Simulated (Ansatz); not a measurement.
We consider fluorite TbO2 (cell taken from a computed entry), described by r²SCAN-D4 in Ansatz (PAW).

Numerical settings: plane-wave cutoff 500 eV, 12×12×12 k mesh, gaussian smearing 0.02 eV, spin-polarised start, scalar-relativistic PAW data made under PBE.

Computed at the level's own relaxed cell.

Question: Estimate the volume per atom and lattice constant a that the calculation returns.

Answer: 
volume per atom: 12.09 Å³/atom
lattice constant a: 5.254 Å

Note: the magnetic order was assumed, not searched for or taken from measurement; the relaxation could not lower the start's symmetry, so the cell can be a saddle point above a distorted one; the 4f shell is treated without U or exact exchange, so its levels and filling can be wrong.

Spin–orbit coupling is not included.

Ansatz is an electronic-structure program.
